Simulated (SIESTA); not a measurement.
Band structure of Co3Mo (Amm2, 4 atoms in the cell).

```yaml
crystal:
  lattice:
    - [8.23925, 0.00000, 0.00000]
    - [0.00000, 1.31646, 2.27350]
    - [0.00000, -1.31646, 2.27350]
  atoms:
    - { symbol: Co, position: [0.00000, 0.66704, 0.66704] }
    - { symbol: Co, position: [0.76402, 0.33298, 0.33298] }
    - { symbol: Co, position: [0.23598, 0.33298, 0.33298] }
    - { symbol: Mo, position: [0.50000, 0.66700, 0.66700] }
```

Method: LDA PW92, numerical atomic orbitals DZP, PseudoDojo LDA standard norm-conserving potentials (rewritten from UPF to PSML) (SIESTA 5.4.2).

Settings: XC.functional = LDA; XC.authors = PW92; potentials = PseudoDojo LDA standard; PAO.BasisSize = DZP; PAO.EnergyShift = 0.01 Ry; MeshCutoff = 300 Ry; kgrid.MonkhorstPack = 4 12 12; OccupationFunction = MP; OccupationMPOrder = 0; ElectronicTemperature = 1578.21 K; MaxSCFIterations = 150; SCF.Mixer.Method = Pulay; SCF.Mixer.Weight = 0.2; SCF.Mixer.History = 6.

The starting cell comes from a database of computed structures (which also holds hypothetical and non-ambient phases and stackings), without a prior relaxation at this level. Spin polarisation is off. Values carry the incompleteness of an atom-centred basis.

Levels in eV from the Fermi level, bands 28 to 33:
| point | 28 | 29 | 30 | 31 | 32 | 33 |
|---|---|---|---|---|---|---|
| Γ | -1.46 | -1.38 | -0.97 | -0.95 | -0.93 | -0.89 |
| X | -1.72 | -0.75 | -0.68 | -0.29 | 0.07 | 0.37 |
| S | -0.92 | -0.35 | -0.28 | 0.09 | 0.20 | 0.25 |
| R | -0.96 | -0.01 | 0.01 | 0.07 | 0.22 | 0.26 |
| A | -1.70 | -0.80 | -0.51 | 0.07 | 0.07 | 0.26 |
| Z | -1.38 | -1.14 | -1.11 | -0.94 | -0.69 | -0.58 |
| Y | -0.93 | -0.36 | -0.28 | 0.10 | 0.21 | 0.26 |
| X1 | -1.72 | -0.75 | -0.68 | -0.29 | 0.07 | 0.37 |
| A1 | -1.70 | -0.80 | -0.51 | 0.07 | 0.07 | 0.26 |
| T | -0.95 | 0.00 | 0.01 | 0.08 | 0.22 | 0.26 |

Bands cross the Fermi level along this path, so the cell is metallic at this level.

Higher empty bands are left out: an atom-centred basis made for the valence describes them poorly.
